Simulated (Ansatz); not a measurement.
Consider GaSb in the zinc blende structure (space group F-43m, No. 216).

```
GaSb
1.0
    0.00000     3.06618     3.06618
    3.06618     0.00000     3.06618
    3.06618     3.06618     0.00000
Ga Sb
1 1
Direct
  0.00000   0.00000   0.00000
  0.25000   0.25000   0.25000
```

Cartesian axes are those of the cell as printed.

Method: Kohn–Sham DFT with the r2SCAN functional, run in Ansatz (a quantum-chemistry and plane-wave program) with PAW and 500 eV plane waves, no spin-orbit coupling.

One thing is altered: the cell is scaled by 1.0050 in all directions; the atoms relax in the strained cell.

Q: Predict the stress tensor and what it implies for the stiffness.

A: Stress of the strained cell less that of the base (GPa, compression positive):
```
  -0.77    0.00    0.00
   0.00   -0.77    0.00
   0.00    0.00   -0.77
```

Then B = −ΔP/(ΔV/V₀) with ΔV/V₀ = 0.0151 gives secant stiffness values (nonlinear terms included at this strain): B ≈ 51 GPa.

Whether these cells are dynamically stable was not tested.
